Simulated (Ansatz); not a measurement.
CsPbCl3 (Pm-3m), r2SCAN with spin-orbit coupling, rigid bands (Ansatz, an electronic-structure program): N_v = 2.11e18 cm⁻³ at 300 K and a hole conductivity mass of 0.198 mₑ.

Q: For 1e16 holes per cm³ at 300 K, place the Fermi level, estimate the Seebeck coefficient of a parabolic band with constant τ, and give mobility and conductivity for τ = 50 fs.

A: The level lies k_BT ln(N_v/p) = 0.138 eV above the valence-band maximum. S ≈ +(k_B/e)[ln(N_v/p) + 5/2] = 677 μV/K, against 672 μV/K from the full bands (mean over directions). μ = eτ/m = 444 cm²/(V·s) and σ = peμ = 0.712 S/cm. τ is assumed, not computed.

Band transport and this doping are assumed; polarons and phonon drag are left out.

CsPbCl3 (Pm-3m): a high-temperature phase held by its symmetry.
